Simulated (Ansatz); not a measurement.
Amorphous Si$_{24}$O$_{51}$Ga$_{2}$, 77 atoms at 2.36 g/cm³, one PBE-relaxed geometry, zone centre. Methods: PBE, scalar-relativistic without spin-orbit coupling (Ansatz, a quantum-chemistry and plane-wave program); r2SCAN, scalar-relativistic without spin-orbit coupling (Ansatz); HSE06, scalar-relativistic without spin-orbit coupling (Ansatz). Plane waves to 420 eV (r2SCAN 500 eV); exact exchange is cut at the cell's faces. At PBE the levels at the filled edge of the gap are localised (band-tail or defect states). All rungs ran without spin polarisation.

Preparation: random packing, a CHGNet melt and quench, and a DFT relaxation. O atoms were pushed apart under 1.9 Å during the dynamics, to hinder bonds among them. The hot cell started wider than the set density and was brought back towards it in steps. It is the lowest in DFT energy of 2 quenches. It is a model cell: composition and starting density were chosen by hand, and all elements were melted together. No dispersion term was used. Its density started from a set value of 2.36 and ended at 2.36 g/cm³. Cooling (nominally 400 K/ps over its main leg) ran many orders faster than in experiment, which tends to leave more defects and strain. A cell of this size samples the disorder only roughly. The volume was held where the preparation left it, at a PBE pressure of -0.6 GPa (tension). Stress components on the final sampling reach 1.5 GPa.

The relaxation ran on the zone centre alone. At PBE the level gap is 4.26 eV on a 2×2×2 Γ-centred mesh, and the spacing at the zone centre alone 4.26 eV.

### Question
What zone-centre spacing does r2SCAN give, roughly?

### Answer
4.87 eV (+0.61 eV against PBE).

### Question
What zone-centre spacing does HSE06 give, roughly?

### Answer
6.09 eV (+1.83 eV against PBE).

The highest filled and the lowest empty state spread over these numbers of atoms (participation numbers): PBE: 4.1 and 15.7; r2SCAN: 3.9 and 15.2; HSE06: 4.3 and 17.0.
